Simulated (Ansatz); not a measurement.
Base system: WS2 (space group P6_3/mmc, No. 194; a = 3.154 Å, c = 12.141 Å; layered, stacked along the Cartesian z axis). Axes: x lies along a and z along c of the hexagonal cell.

The values are results of Ansatz (an electronic-structure program), PBE-D3(BJ), PAW, cutoff 420 eV, no spin-orbit coupling, not measurements.

Perturbation: an isotropic linear strain of −1.20 %, atoms relaxed at fixed cell.

Q: Predict the stress tensor and what it implies for the stiffness.

A: Stress of the strained cell less that of the base (GPa, compression positive):
```
   4.08    0.00    0.00
   0.00    4.08    0.00
   0.00    0.00    1.27
```

Then B = −ΔP/(ΔV/V₀) with ΔV/V₀ = -0.0356 gives secant stiffness values (nonlinear terms included at this strain): B (at held cell shape, above the free-shape value) ≈ 88 GPa.

As a check, the harmonic strain energy −½ V₀ Δσ:ε is 6.2 meV/atom; the computed energy rise is 5.8 meV/atom.

Stability against distortions was not tested.
